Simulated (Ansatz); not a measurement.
Short convergence ladders for a (111) slab of K2Pt (cut from a parent of space group no. 225; 6 atoms in the cell)

```xyz
6
Lattice="5.3318 0.0000 0.0000 2.6659 4.6174 0.0000 0.0000 0.0000 20.5300" Properties=species:S:1:pos:R:3 pbc="T T T"
K      5.3318     3.0783     9.1766
K      0.0000     0.0000     7.0000
K      0.0000     0.0000    13.5300
K      2.6659     1.5391    11.3533
Pt     2.6659     1.5391     8.0883
Pt     5.3318     3.0783    12.4417
```

Base method: LDA (PW92), default PAW files made with PBE (plane waves; Ansatz, an electronic-structure program).

Base settings: basis.ecutwfc = 30.9 Ry; kpoints.mp_grid.grid = 5 5 1; hamiltonian.xc = lda; hamiltonian.pseudopotentials = {kind: paw} (the program's default PAW files); scf.occupations.method = fermi_dirac; scf.occupations.width = 0.0037 Ry.

The count of work is k-points × plane waves × bands × iterations; it is no time. Core times come from one kind of shared machine, to one figure; runs under 30 s give none.

**The vacuum**

The mesh stays at the base's, so the ladder's end is converged at best in this setting alone.

Only quantities that move along the ladder and can be compared are tabulated.

| vacuum between outermost atoms (Å) | free energy less the last step's (meV/atom) | largest difference of a force vector from the last step's (eV/Å) | gap on the mesh (eV) | count of work / last |
|---|---|---|---|---|
| 3.0 | 27.46 | 0.392 | 1.054 | 0.29 |
| 4.0 | 5.85 | 0.056 | 0.968 | 0.29 |
| 5.0 | 1.85 | 0.011 | 0.995 | 0.36 |
| 6.0 | 0.73 | 0.003 | 1.077 | 0.39 |
| 7.0 | 0.31 | 0.001 | 1.159 | 0.37 |
| 8.0 | 0.13 | 0.001 | 1.219 | 0.40 |
| 10.0 | 0.02 | 0.000 | 1.282 | 0.45 |
| 12.0 | 0.00 | 0.000 | 1.303 | 0.51 |
| 14.0 | 0.00 | 0.000 | 1.308 | 0.56 |
| 17.0 | 0.00 | 0.000 | 1.310 | 0.64 |
| 20.0 | 0.00 | 0.000 | 1.310 | 0.82 |
| 25.0 | 0.00 | 0.000 | 1.310 | 0.86 |
| 30.0 | 0.00 | 0.000 | 1.310 | 1.0 |

Smallest vacuum between outermost atoms (Å) that holds the gap on the mesh within 0.05 eV of the last step, with all finer ones: 10.0; the step before is off by 0.091 eV.

Smallest vacuum between outermost atoms (Å) that holds the forces within 0.01 eV/Å of the last step, with all finer ones: 6.0, at 0.39 of the last step's count of work; the step before is off by 0.011 eV/Å.

Smallest vacuum between outermost atoms (Å) that holds the free energy within 2 meV/atom of the last step, with all finer ones: 5.0, at 0.36 of the last step's count of work; the step before is off by 5.8 meV/atom.

**The plane-wave cutoff**

The mesh stays at the base's, so the ladder's end is converged at best in this setting alone.

Only quantities that move along the ladder and can be compared are tabulated.

| basis.ecutwfc | free energy less the last step's (meV/atom) | largest difference of a force vector from the last step's (eV/Å) | count of work / last |
|---|---|---|---|
| 15.4 Ry | 2938.59 | 0.091 | 0.14 |
| 18.4 Ry | 609.70 | 0.018 | 0.18 |
| 21.7 Ry | 80.14 | 0.003 | 0.23 |
| 26.1 Ry | 2.91 | 0.000 | 0.28 |
| 30.9 Ry | 0.49 | 0.000 | 0.35 |
| 37.1 Ry | 0.12 | 0.000 | 0.47 |
| 46.3 Ry | 0.04 | 0.000 | 0.64 |
| 61.7 Ry | 0.00 | 0.000 | 1.0 |

Coarsest basis.ecutwfc that holds the free energy within 1 meV/atom of the last step, with all finer ones: 30.9 Ry, at 0.35 of the last step's count of work; the step before is off by 2.9 meV/atom.

Coarsest basis.ecutwfc that holds the forces within 0.005 eV/Å of the last step, with all finer ones: 21.7 Ry, at 0.23 of the last step's count of work; the step before is off by 0.018 eV/Å.

**The depth of the relaxed slab**

On a (111) slab of K2Pt (cut from a parent of space group no. 225; 3 atoms in the cell), and deeper slabs.

In this ladder: relax = atoms; relax.f_tol = 0.02 eV/Å.

Surface energy = (E_slab − N e_bulk)/2A, with e_bulk from the bulk crystal on its finest mesh (120 k-points); errors per atom of slab and bulk, whose meshes differ, grow with N.

The mesh stays at the base's, so the ladder's end is converged at best in this setting alone.

Only quantities that move along the ladder and can be compared are tabulated.

```tsv
atoms	surface energy (J/m²)	gap on the mesh (eV)	relaxation steps	core time / last (rough)
3	0.244	1.379	3	–
9	0.207	1.571	5	0.3
12	0.193	1.578	6	0.7
15	0.179	1.570	7	1
```

Smallest size that holds the gap on the mesh within 0.05 eV of the last step, with all finer ones: 9, at about 0.3 of the last step's time; the step before is off by 0.19 eV.

State of the surface energy at the end of the ladder: still drifting one way, by 0.028 J/m² over the last two steps, so the last step is no safe reference.

On the base run: the starting cell comes from a database of computed structures (which also holds hypothetical and non-ambient phases and stackings), without a prior relaxation at this level. The slab is cut from that crystal, and its faces are unrelaxed. Its lattice was rescaled by up to half a per cent. Spin-orbit coupling is off.

Keys are those of Ansatz 0.2.
